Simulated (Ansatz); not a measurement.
Base system: BeS (space group P6_422, No. 181; a = 3.452 Å, c = 7.812 Å; a hypothetical phase, not in the database extracts checked). Axes: x lies along a and z along c of the hexagonal cell.

(Cell as relaxed with PBE.)

Levels (all Ansatz, an electronic-structure program, PAW): PBE (420 eV, no spin-orbit coupling); PBEsol (420 eV, without spin-orbit coupling).

Each level relaxes its own structure.

```csv
base,PBE,PBEsol
volume per atom,13.44 Å³,13.10 Å³
lattice parameter a,345.2 pm,342.4 pm
```

Now apply this change: the symmetric strain tensor [0.0089 -0.0054 0.0058; -0.0054 -0.0166 -0.0173; 0.0058 -0.0173 -0.0026]; the atoms relax in the strained cell.

```json
[
 {"quantity": "shortest interatomic distance", "PBE": "212.0 pm", "PBEsol": "(withheld)"},
 {"quantity": "largest internal atomic displacement", "PBE": "0.031 Å", "PBEsol": "(withheld)"},
 {"quantity": "pressure (mean of the normal stresses, compression positive)", "PBE": "1.18 GPa", "PBEsol": "(withheld)"}
]
```

Problem. Given the PBE results, estimate those of PBEsol.

Solution. 
- shortest interatomic distance, PBEsol: 210.6 pm
- largest internal atomic displacement, PBEsol: 0.037 Å
- pressure (mean of the normal stresses, compression positive), PBEsol: 1.22 GPa

PBE's shortest interatomic distance lies 1.4 pm above PBEsol's (0.7 %); PBE's largest internal atomic displacement lies 0.006 Å below PBEsol's. Neither level is exact; PBEsol is the comparison here, not a measurement.

No phonon test of stability was made. The base started in P3_121 and relaxed to P6_422 at this level.
